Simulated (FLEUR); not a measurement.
# Equation of state of wurtzite CdSe (space group 186): energy against volume (FLEUR, PBE)

```
CELL_PARAMETERS angstrom
      4.22354     0.00000     0.00000
     -2.11177     3.65769     0.00000
      0.00000     0.00000     6.88535
ATOMIC_POSITIONS crystal
  Cd 0.33333 0.66667 0.00000
  Cd 0.66667 0.33333 0.50000
  Se 0.33333 0.66667 0.37600
  Se 0.66667 0.33333 0.87600
```

Computed with PBE, all-electron FLAPW (FLEUR), scalar-relativistic valence (FLEUR). Settings: Kmax = 3.99 1/bohr; GmaxXC = 16 1/bohr; xcFunctional = pbe; jspins = 1; l_soc = F; mode = hist; fermiSmearingEnergy = 0.00036749 Htr; mesh (inpgen div1-3) = 9 9 5; inpgen gamma flag = false; Gmax = 16 1/bohr; numbands = 0; maxIterBroyd = 99; imix = Anderson; alpha = 0.05; precondParam = 0; minDistance = 1e-05 me/bohr^3. The cell above is the first row's. The rows scale it uniformly. In all rows fractional positions and the k mesh are held. E is the free energy at the stated smearing, counted from the lowest row.

```
V (Å^3/atom)  E (meV/atom)
------------  ------------
26.592                   ?
27.170               42.52
27.748               25.48
28.326               13.20
28.904                5.11
29.482                0.76
30.060                0.00
30.639                2.16
31.217                7.08
```

The 8 complete rows are fitted with the third-order Birch-Murnaghan form, a cubic in V^(-2/3), E against V. With u = V^(-2/3) - 0.1056, the rows have u = 0.0050472, 0.0035052, 0.0020159, 0.0005764, -0.0008159, -0.0021635, -0.0034707, -0.0047353. Least squares gives E = 2.913 + 3283.7·u + 891645·u² + 2506604·u³. Residuals (row less fit): -0.003, -0.006, 0.023, 0.008, -0.066, 0.043, 0.008, -0.011; standard error 0.042 (degrees of freedom: 4). Its minimum lies at u = -0.0018559, so V0 = (0.1037441)^(-3/2) = 29.93. There d²E/du² = 1755000 and d³E/du³ = 1.504e7, so B0 = (4/9) × 29.93^(-7/3) × 1755000 × 0.160218 = 45.0 GPa (the last factor turns the table's units into GPa), and B0' = 4 + (2/3) × 0.1037441 × (1.504e7)/1755000 = 4.6.

Q: Estimate the missing E (V = 26.592); what did the run itself give?

A: u = 0.0066447, so E = 2.913 + 3283.7 × 0.0066447 + 891645 × 0.0066447² + 2506604 × 0.0066447³ = 64.836 meV/atom. The calculation gives 64.72 meV/atom, 0.116 meV/atom below the prediction (0.2 % of the range of E in the table). The row lies outside the fitted rows, so this is an extrapolation. From the scatter of the fitted rows alone, a prediction at this place has a standard error of 0.124 meV/atom, so the miss is 0.9 times that.

Carrying the step between the two nearest rows on in a straight line would have given 59.56, off by 5.16; series whose last step already gives the withheld value aren't shown. The scan was laid around a cell of about the measured size, scaled by a guess for this functional; axis ratios and inner coordinates come from that cell. The runs keep the symmetry of the cell, so they don't test it for distortions. Values depend on the basis (sphere radii, cutoffs, local orbitals), which need not be converged. The shape of the cell and the inner coordinates aren't relaxed, so V0 and B0 belong to this uniform scaling; a relaxed crystal lies no higher in energy and is usually softer. Cutoffs and mesh are single choices, not tested for convergence of this quantity. Series with a scatter that would blur these digits, or in which a gap closes, are not shown. Nor are scans whose minimum lies at an end fitted in this form.
